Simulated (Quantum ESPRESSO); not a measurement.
A working Quantum ESPRESSO input for Fe2Ni (P-3m1, 3 atoms in the cell) (DFT, PBEsol, plane waves, PSlibrary ultrasoft (PBE) pseudopotentials):

```fortran
&CONTROL
  calculation = 'scf'
  prefix = 'run'
  outdir = './work'
  pseudo_dir = './'
  tprnfor = .true.
  tstress = .true.
/
&SYSTEM
  ibrav = 4
  A = 2.5176897120
  C = 6.2665800000
  nat = 3
  ntyp = 2
  ecutwfc = 55
  ecutrho = 330
  occupations = 'smearing'
  smearing = 'marzari-vanderbilt'
  degauss = 0.019992
  nspin = 2
  starting_magnetization(1) = 0.500
  starting_magnetization(2) = 0.200
  input_dft = 'pbesol'
/
&ELECTRONS
  conv_thr = 1.0d-10
  mixing_beta = 0.4
/
ATOMIC_SPECIES
Fe    55.8450  Fe.pbe-n-rrkjus_psl.1.0.0.UPF
Ni    58.6934  Ni.pbe-n-rrkjus_psl.1.0.0.UPF
ATOMIC_POSITIONS {alat}
Fe    0.0000000000    0.5773502692    1.6713271371
Fe    0.5000000000    0.2886751346    0.8176928443
Ni    0.0000000000    0.0000000000    0.0000000000
K_POINTS {automatic}
12 12 5  0 0 0
```

The run converged in 30 iterations: free energy E − TS -3020.7191 eV; Fermi level (on the code's own zero) 12.96 eV; pressure -8.18 GPa; largest force (vector length) 0.055 eV/Å; size of the cell's spin moment 5.76 μB; site moments (μB, in the program's spheres or projections) Fe 2.54, Fe 2.54, Ni 0.76. Each of these slips is then made, one at a time:

(1)
```diff
-  conv_thr = 1.0d-10
+  conv_thr = 1.0d-1
```

(2)
```diff
-  ecutwfc = 55
+  ecutwfc = 55.0
-Ni    0.0000000000    0.0000000000    0.0000000000
+Ni    0,0000000000    0,0000000000    0,0000000000
```

Q: How does each altered input end?

A: 
(1) A convergence threshold that is too loose. The run converged in 6 iterations without an error; against the sound input the free energy goes up by 128 meV/atom, the pressure goes from -8.18 to -57.58 GPa, the largest force goes from 0.055 to 0.449 eV/Å and the size of the net moment goes from 1.92 to 1.75 μB/atom. The full log also holds: “SCF correction compared to forces is large: reduce conv_thr to get better values”.

(2) Decimal commas. The program stopped before any SCF iteration.
```
Error in routine card_atomic_positions (1):
Error while parsing atomic position card.
```

The starting cell comes from a database of computed structures (which also holds hypothetical and non-ambient phases and stackings), without a prior relaxation at this level. The magnetic order is the one reached from the typed start; others were not searched systematically. In the base run, with a pressure of about -8 GPa the cell is away from its equilibrium volume at this level.

Left out of this page: 3 runs of the series outside the window shown, repeating another row's setting, or not comparable; 1 run of the series stopped by limits of time or memory.
